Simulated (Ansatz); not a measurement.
Response to strain in Ti

The reference is Ti in the hcp (Mg type) structure (space group P6_3/mmc, No. 194; a = 2.902 Å, c = 4.593 Å; relaxed with 0.1 eV smearing). Axes: x lies along a and z along c of the hexagonal cell.

Strains are applied to the cell and any free atomic positions relax; under biaxial strain the out-of-plane vector relaxes too.

All numbers come from Ansatz (a first-principles code), PBEsol, PAW, cutoff 420 eV, scalar-relativistic without spin-orbit coupling.

Notes on the quantities. pressure: mean of the normal stresses, compression positive.

```json
[
 {"variant": "base", "out-of-plane strain": "–", "pressure": "0.0 GPa", "shortest interatomic distance": "284.3 pm"},
 {"variant": "biaxial strain −3.00 %, plane normal [001], relaxed out of plane", "out-of-plane strain": "+2.71 %", "pressure": "4.2 GPa", "shortest interatomic distance": "281.5 pm"},
 {"variant": "biaxial strain −2.50 %, plane normal [001], relaxed out of plane", "out-of-plane strain": "+2.22 %", "pressure": "3.5 GPa", "shortest interatomic distance": "282.9 pm"},
 {"variant": "biaxial strain −1.50 %, plane normal [001], relaxed out of plane", "out-of-plane strain": "+1.30 %", "pressure": "2.1 GPa", "shortest interatomic distance": "285.2 pm"},
 {"variant": "biaxial strain −0.50 %, plane normal [001], relaxed out of plane", "out-of-plane strain": "+0.42 %", "pressure": "0.7 GPa", "shortest interatomic distance": "284.6 pm"},
 {"variant": "biaxial strain +0.50 %, plane normal [001], relaxed out of plane", "out-of-plane strain": "-0.41 %", "pressure": "-0.7 GPa", "shortest interatomic distance": "284.0 pm"},
 {"variant": "biaxial strain +1.00 %, plane normal [001], relaxed out of plane", "out-of-plane strain": "-0.82 %", "pressure": "-1.3 GPa", "shortest interatomic distance": "283.7 pm"},
 {"variant": "biaxial strain +2.00 %, plane normal [001], relaxed out of plane", "out-of-plane strain": "-1.63 %", "pressure": "-2.5 GPa", "shortest interatomic distance": "283.3 pm"},
 {"variant": "biaxial strain +2.50 %, plane normal [001], relaxed out of plane", "out-of-plane strain": "-2.03 %", "pressure": "-3.1 GPa", "shortest interatomic distance": "283.0 pm"},
 {"variant": "biaxial strain +3.00 %, plane normal [001], relaxed out of plane", "out-of-plane strain": "-2.44 %", "pressure": "-3.7 GPa", "shortest interatomic distance": "282.8 pm"}
]
```

Whether these cells are dynamically stable was not tested. The final runs are not spin-polarised.
